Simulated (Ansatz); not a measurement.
## Y3Ge (model structure, started from the A15 type, Pm-3n, No. 223, 8 atoms in the cell)

Method: PBEsol in Ansatz (plane waves, PAW).

Settings: plane-wave cutoff 500 eV, 6×6×6 k mesh, Fermi–Dirac smearing 0.05 eV, scalar-relativistic PAW data made under PBE.

Cell (relaxed at this level):

```
CELL_PARAMETERS angstrom
      5.87202     0.00000     0.00000
      0.00000     5.87202     0.00000
      0.00000     0.00000     5.87202
ATOMIC_POSITIONS crystal
  Y  0.25000 0.00000 0.50000
  Y  0.75000 0.00000 0.50000
  Y  0.00000 0.50000 0.25000
  Y  0.00000 0.50000 0.75000
  Y  0.50000 0.25000 0.00000
  Y  0.50000 0.75000 0.00000
  Ge 0.00000 0.00000 0.00000
  Ge 0.50000 0.50000 0.50000
```

| Item | Result |
|---|---|
| band gap | none |

Note: the relaxation could raise the start's symmetry but not lower it, so the cell can be a saddle point.

Spin–orbit coupling is not included.

Static lattice: no zero-point or thermal effects.

A model structure was made by putting elements into a prototype or built by hand; it is no filed structure, need not be a known phase, and can be a saddle point held by its symmetry.

Ansatz is a program for electronic structure.
